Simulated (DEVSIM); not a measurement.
Device: Schottky contact on n-type GaAs, at 350 K.

```csv
layer (left to right),material,thickness (μm),Nd (cm⁻³),τn (s),τp (s)
1,GaAs,1.10,3.3e13,6e-9,6e-9
```

Left contact: Schottky, work function 4.92 eV, emission velocity 9.2e6 cm/s. Right contact: ohmic. Voltage is applied to the left contact. Recombination: SRH at mid-gap, radiative. Mobility is μmin + (μ − μmin)/(1 + (N/Nref)^α).

This is a model device: material constants are rounded textbook-type values typed into the input, and sizes, dopings and lifetimes were drawn at random. Values at 300 K; Nc and Nv go as T^1.5, mobilities as T to minus their exponent, the gap by Varshni's rule with the affinity fixed.

```tsv
parameter	GaAs
gap (eV)	1.424
affinity (eV)	4.07
permittivity	12.9
Nc (cm⁻³)	4.7e17
Nv (cm⁻³)	9e18
μn (cm²/Vs)	8500
μp (cm²/Vs)	400
μn,min	500
μp,min	20
Nref,n	6e16
Nref,p	1.5e17
αn	0.39
αp	0.38
T exponent of μn	2.1
T exponent of μp	2.2
B (cm³/s)	2e-10
Varshni α (eV/K)	0.000541
Varshni β (K)	204
```

Model (solved in DEVSIM): 1D drift-diffusion, Boltzmann statistics, complete ionisation; no tunnelling, impact ionisation, image-force lowering or self-heating. Metal contacts follow the ideal Schottky-Mott rule: no Fermi-level pinning, no interface dipoles.

Task: Tabulate band edges, carrier densities and field at 1.15 V on the left contact.

Result: Energies count from the Fermi level of the right contact; mesh points crowd at the junctions.

```tsv
x (μm)	Ec (eV)	Ev (eV)	n (cm⁻³)	p (cm⁻³)	field (V/cm)
0.000	-0.300	-1.701	1.1e14	1.1e11	5500
0.007893	-0.296	-1.697	1.0e14	1.1e11	5500
0.01826	-0.290	-1.691	9.1e13	1.1e11	5500
0.03189	-0.283	-1.684	7.8e13	1.1e11	5400
0.05910	-0.268	-1.669	6.1e13	1.1e11	5400
0.08554	-0.253	-1.654	5.0e13	1.1e11	5400
0.1203	-0.235	-1.636	4.2e13	1.1e11	5400
0.1814	-0.202	-1.603	3.6e13	1.1e11	5400
0.2463	-0.166	-1.567	3.4e13	1.1e11	5400
0.3315	-0.120	-1.521	3.3e13	1.1e11	5400
0.4435	-0.060	-1.461	3.3e13	1.1e11	5400
0.6331	0.043	-1.358	3.3e13	1.1e11	5400
0.7506	0.106	-1.295	3.3e13	1.1e11	5400
0.8401	0.155	-1.246	3.3e13	1.1e11	5400
0.9245	0.200	-1.200	3.3e13	1.1e11	5400
0.9724	0.226	-1.175	3.3e13	1.0e11	5400
1.009	0.246	-1.155	3.3e13	9.1e10	5400
1.037	0.261	-1.140	3.3e13	7.7e10	5400
1.065	0.277	-1.124	3.3e13	5.2e10	5400
1.080	0.284	-1.117	3.3e13	3.5e10	5400
1.091	0.290	-1.111	3.3e13	1.8e10	5400
1.100	0.295	-1.106	3.3e13	1400	5400
```
